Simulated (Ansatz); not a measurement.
The starting structures come from a database of crystals and need not be the phases stable at ambient conditions.

By PBEsol, the system below comes out a metal.

Consider the following.

```
CELL_PARAMETERS angstrom
      3.47827     0.00000     0.00000
      0.00000     9.35246     0.00000
      1.73914     0.00000     2.20603
ATOMIC_POSITIONS crystal
  Nb 0.50000 0.75190 0.00000
  Nb 0.50000 0.24810 0.00000
  Nb 0.00000 0.50000 0.00000
  Au 0.00000 0.00000 0.00000
```

Space group of this cell: Cmmm. The cell is taken as given; by PBEsol its mean pressure is -6.8 GPa.

The current flows along the normal of the first two printed cell vectors. No spin-orbit coupling; the value is a mean over 0.1 eV about the Fermi level.

**Question.** Estimate the ballistic conductance per area that Ansatz (a program for electronic structure) with PBEsol returns for this system.

**Answer.** 0.80 × 10¹⁵ S/m² for both spins.
